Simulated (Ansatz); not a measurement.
Consider PbTe in the rock salt structure (space group Fm-3m, No. 225; a = 6.4424 Å).

Modification: every Te is replaced by Ag, then cell and atoms are relaxed.

Levels (all Ansatz, a program for electronic structure, PAW, earlier PAW set): PBEsol (420 eV, no spin-orbit coupling); r2SCAN (500 eV, no spin-orbit coupling).

The geometry is relaxed with PBEsol.

```
Item              Result
---------------  -------
PBEsol pressure  0.0 GPa
```

Task: How does going to r2SCAN change the pressure?

Result: The pressure goes from zero to 2.0 GPa.

Single points use the geometry relaxed with PBEsol. Their cutoffs differ, which shifts pressures a little. Whether these cells are dynamically stable was not tested. As relaxed here, AgPb is a hypothetical phase, not in the database extracts checked.
